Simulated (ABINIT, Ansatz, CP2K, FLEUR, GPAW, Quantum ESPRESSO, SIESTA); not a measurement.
Code comparison for C (R-3m, 4 atoms in the cell)

Self-consistent single point, at a second geometry (lattice scaled by 0.98). First geometry:

```
CELL_PARAMETERS angstrom
      1.23319     0.71198     8.28262
     -1.23319     0.71198     8.28262
      0.00000    -1.42396     8.28262
ATOMIC_POSITIONS crystal
  C  0.91283 0.91283 0.91283
  C  0.08717 0.08717 0.08717
  C  0.24615 0.24615 0.24615
  C  0.75385 0.75385 0.75385
```

Shared settings, as Ansatz (a first-principles code) writes them: kpoints.mp_grid.grid = 8 8 8; scf.occupations.method = fermi_dirac; scf.occupations.width = 0.1 eV. Potentials and cutoffs stand in the table.

```json
[
 {"code": "GPAW", "model": "LDA (Perdew-Wang 92), GPAW PAW datasets LDA (gpaw-data 1.0.1)", "ΔF from the first geometry (meV/atom)": "4.3", "pressure (GPa)": "–", "largest force (eV/Å)": "0.005", "cutoff": "900 eV"},
 {"code": "Quantum ESPRESSO", "model": "LDA (PZ), PSlibrary ultrasoft (LDA, semicore) pseudopotentials", "ΔF from the first geometry (meV/atom)": "6.6", "pressure (GPa)": "9.12", "largest force (eV/Å)": "0.005", "cutoff": "45 Ry"},
 {"code": "CP2K", "model": "LDA (Pade form), GPW, DZVP-MOLOPT-SR-GTH basis, GTH-PADE potentials (GTH_POTENTIALS)", "ΔF from the first geometry (meV/atom)": "3.7", "pressure (GPa)": "8.43", "largest force (eV/Å)": "0.004", "cutoff": "grid 400 Ry"},
 {"code": "SIESTA", "model": "LDA PW92, numerical atomic orbitals DZP, PseudoDojo LDA standard norm-conserving potentials (rewritten from UPF to PSML)", "ΔF from the first geometry (meV/atom)": "41.0", "pressure (GPa)": "18.40", "largest force (eV/Å)": "0.003", "cutoff": "grid 300 Ry"},
 {"code": "Ansatz", "model": "LDA (PW92), default PAW files made with PBE", "ΔF from the first geometry (meV/atom)": "3.1", "pressure (GPa)": "7.77", "largest force (eV/Å)": "0.005", "cutoff": "420 eV"},
 {"code": "ABINIT", "model": "LDA (PW92), norm-conserving pseudopotentials (PseudoDojo nc-sr-04 LDA standard)", "ΔF from the first geometry (meV/atom)": "7.7", "pressure (GPa)": "9.40", "largest force (eV/Å)": "0.005", "cutoff": "41 Ha"},
 {"code": "FLEUR", "model": "LDA (Vosko-Wilk-Nusair), all-electron FLAPW (FLEUR), scalar-relativistic valence", "ΔF from the first geometry (meV/atom)": "8.3", "pressure (GPa)": "–", "largest force (eV/Å)": "0.004", "cutoff": "Kmax 4.7 1/bohr"}
]
```

For Ansatz (by 0.4 GPa) the energy change implies a higher mean pressure, against the two pressures, than for the other programs: a sign of finite-basis (Pulay) stress.

A dash marks a value that a program does not give, or that is left out as unsure.

The spread over the programs that give each value: ΔF from the first geometry within 37.9 meV/atom; pressure within 10.63 GPa; largest force within 0.002 eV/Å.

CP2K and SIESTA use small atom-centred bases, whose incompleteness enters pressures, forces and empty levels differently from a plane-wave cutoff. FLEUR treats all electrons, but the usual bases taken here (sphere radii, linearisation, local orbitals, empty states) were not tested for convergence, so the values are no reference for the others. Ansatz's pressure is given at a fixed set of plane waves, as the other plane-wave codes print theirs; with its correction for the finite basis it is 8.36 GPa (the shift of 0.59 GPa shows how far the cutoff is from converged). The pressure of GPAW is left out: its cutoff lies under the one at which its stress was checked. The same LDA comes in different parametrisations, which differ slightly. In the pressure, SIESTA (by 9.28) and Ansatz (by 1.35) lie more than 1 GPa from the median of the plane-wave programs.

This mesh misses zone-boundary points where a band edge of such crystals can lie, so no gaps are given.

The starting cell comes from a database of computed structures (which also holds hypothetical and non-ambient phases and stackings), without a prior relaxation at this level. For this run, on top of that: lattice scaled by 0.98.

Keys are those of Ansatz 0.2.
